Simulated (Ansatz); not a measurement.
## Hypothetical rock salt PdGe: 3 layers

Base system: PdGe in the rock salt structure (space group Fm-3m, No. 225; a = 5.166 Å; a hypothetical phase, not in the database extracts checked). Axes: x, y, z lie along the cube axes.

Perturbation: a free-standing slab of 3 layers (6 atoms, 2 a layer) is cut normal to the z axis, with 15 Å of vacuum and the in-plane cell held at bulk.

Computed with r2SCAN, PAW, 500 eV (Ansatz, a quantum-chemistry and plane-wave program; no SOC). Γ-centred 13×13×1 mesh, Fermi–Dirac width 0.05 eV, for the changed cell.

- Layer's space group (with vacuum): P4/mmm (No. 123)
- Shortest interatomic distance: 2.520 Å (base 2.583 Å)
- Band gap: zero (base zero)
- Excess energy per area of both faces (slab less bulk energy over the cell's area: twice a surface energy): 1.0 J/m² (uncertain by up to 0.07 J/m²)
- Change of the spacing d12 from its bulk value of 2.583 Å: -0.9 %

The excess energy carries the mismatch between the slab's and the bulk's meshes. No phonon test of stability was made. The final runs are not spin-polarised.
